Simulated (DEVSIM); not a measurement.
Device: Schottky contact on n-type Si, at 350 K.

| layer (left to right) | material | thickness (μm) | Nd (cm⁻³) | τn (s) | τp (s) |
|---|---|---|---|---|---|
| 1 | Si | 2.50 | 1e16 | 6.3e-7 | 6.3e-7 |

Left contact: Schottky, work function 4.69 eV, emission velocity 3.4e6 cm/s. Right contact: ohmic. Voltage is applied to the left contact. Recombination: SRH at mid-gap, radiative. Mobility is μmin + (μ − μmin)/(1 + (N/Nref)^α).

This is a model device: material constants are rounded textbook-type values typed into the input, and sizes, dopings and lifetimes were drawn at random. Values at 300 K; Nc and Nv go as T^1.5, mobilities as T to minus their exponent, the gap by Varshni's rule with the affinity fixed. The table also holds parameters that only a changed run uses.

| parameter | Si |
|---|---|
| gap (eV) | 1.124 |
| affinity (eV) | 4.05 |
| permittivity | 11.7 |
| Nc (cm⁻³) | 2.86e19 |
| Nv (cm⁻³) | 3.1e19 |
| μn (cm²/Vs) | 1417 |
| μp (cm²/Vs) | 470 |
| μn,min | 52 |
| μp,min | 45 |
| Nref,n | 9.7e16 |
| Nref,p | 2.2e17 |
| αn | 0.68 |
| αp | 0.72 |
| T exponent of μn | 2.3 |
| T exponent of μp | 2.2 |
| B (cm³/s) | 4.7e-15 |
| Cn (cm⁶/s) | 2.8e-31 |
| Cp (cm⁶/s) | 9.9e-32 |
| Varshni α (eV/K) | 0.000473 |
| Varshni β (K) | 636 |

Simulated with DEVSIM: 1D drift-diffusion, Boltzmann statistics, complete ionisation; no tunnelling, impact ionisation, image-force lowering or self-heating. Metal contacts follow the ideal Schottky-Mott rule: no Fermi-level pinning, no interface dipoles.

Base results: potential step across the device at zero bias (V) 0.393; dark forward voltage at 100 A/cm² (V) 0.299; largest field in the device at zero bias (V/cm) 33000; dark forward voltage at 1 A/cm² (V) 0.139.

Problem. What follows from this one change: thickness of layer 1 2.5 → 7.5 μm?

Solution. potential step across the device at zero bias little changed (0.393 V); dark forward voltage at 100 A/cm² 0.299 → 0.338 V; largest field in the device at zero bias little changed (33000 V/cm); dark forward voltage at 1 A/cm² little changed (0.139 V).

Problem. What follows from this one change: metal work function 4.69 → 4.84 eV?

Solution. potential step across the device at zero bias 0.393 → 0.543 V; dark forward voltage at 100 A/cm² 0.299 → 0.449 V; largest field in the device at zero bias 33000 → 40000 V/cm; dark forward voltage at 1 A/cm² 0.139 → 0.288 V.
